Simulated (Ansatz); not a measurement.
Take NbN in the rock salt structure (space group Fm-3m, No. 225; a = 4.421 Å) as the base.

Computed with PBE/PAW in Ansatz (an electronic-structure program), no SOC, earlier PAW set.

Before the change:

```
Quantity           Result
---------------  --------
Volume per atom  10.80 Å³
```

Modification: cell and atoms relaxed at a pressure of 1.8 GPa.

### Question
What happens to the volume per atom?

### Answer
The volume per atom drops by 0.06 Å³ to 10.74 Å³.

Load acts through the strain it causes; cell and atoms are relaxed under it. Whether these cells are dynamically stable was not tested. The final runs are not spin-polarised.
